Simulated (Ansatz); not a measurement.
**Quick settings and what they miss: Ba₃Sr (I4/mmm, 4 atoms in the cell)**

Self-consistent single point.

```yaml
crystal:
  lattice:
    - [-3.22922, 3.22922, 6.67506]
    - [3.22922, -3.22922, 6.67506]
    - [3.22922, 3.22922, -6.67506]
  atoms:
    - { symbol: Ba, position: [0.75000, 0.25000, 0.50000] }
    - { symbol: Ba, position: [0.25000, 0.75000, 0.50000] }
    - { symbol: Ba, position: [0.50000, 0.50000, 0.00000] }
    - { symbol: Sr, position: [0.00000, 0.00000, 0.00000] }
```

Method: PBEsol, harder PAW files (source: ansatz) made with PBE (plane waves; Ansatz, a first-principles code).

Base settings: basis.ecutwfc = 350 eV; kpoints.mp_grid.grid = 7 7 7; hamiltonian.xc = pbesol; hamiltonian.pseudopotentials = {kind: paw, source: ansatz}; scf.occupations.method = fermi_dirac; scf.occupations.width = 0.1 eV.

Tight run (finer mesh or higher cutoff; not a proven limit): basis.ecutwfc: 350 eV → 490 eV; kpoints.mp_grid.grid: 7 7 7 → 10 10 10; scf.convergence.dr2_threshold: default (1e-07 eV) → 1e-09 eV. It gave Fermi level (on the code's own zero) 4.74 eV; pressure -1.39 GPa.

Quick runs, as changes from the base:
- A: the base itself
- B: basis.ecutwfc: 350 eV → 280 eV; kpoints.mp_grid.grid: 7 7 7 → 6 6 6
- C: basis.ecutwfc: 350 eV → 245 eV; kpoints.mp_grid.grid: 7 7 7 → 8 8 8; scf.convergence.dr2_threshold: default (1e-07 eV) → 0.0001 eV
- D: basis.ecutwfc: 350 eV → 210 eV; kpoints.mp_grid.grid: 7 7 7 → 1 1 1; scf.occupations.method: fermi_dirac → cold; scf.occupations.width: 0.1 eV → 0.2 eV; scf.convergence.dr2_threshold: default (1e-07 eV) → 0.0001 eV
- E: basis.ecutwfc: 350 eV → 210 eV; kpoints.mp_grid.grid: 7 7 7 → 6 6 6; scf.occupations.method: fermi_dirac → cold; scf.occupations.width: 0.1 eV → 0.5 eV; scf.convergence.dr2_threshold: default (1e-07 eV) → 0.001 eV
- F: basis.ecutwfc: 350 eV → 245 eV; kpoints.mp_grid.grid: 7 7 7 → 4 4 4; scf.convergence.dr2_threshold: default (1e-07 eV) → 0.001 eV

Energies are extrapolated to zero smearing width, which holds to low order in the width alone.

The count of work is k-points × plane waves × bands × iterations; it is no time. 

Pressures in the table are Ansatz's without its Pulay estimate, at a fixed set of plane waves; the tight run's value above holds the estimate.

The starting cell comes from a database of computed structures (which also holds hypothetical and non-ambient phases and stackings), without a prior relaxation at this level. Its lattice was rescaled by a random factor within 2.5 % of one.

```
run  energy less tight (meV/atom)  pressure less tight (GPa)  count of work / tight
---  ----------------------------  -------------------------  ---------------------
A                             0.3                       0.00                   0.21
B                             2.3                      -0.06                   0.11
C                            14.4                      -0.26                   0.12
D                            85.1                      -4.16                 0.0025
E                            66.0                      -0.94                  0.039
F                            16.1                      -0.23                  0.020
```

Among the runs at the tight run's level, the energy misses run from 0.3 to 85.1 meV/atom.

Keys are those of Ansatz 0.2.
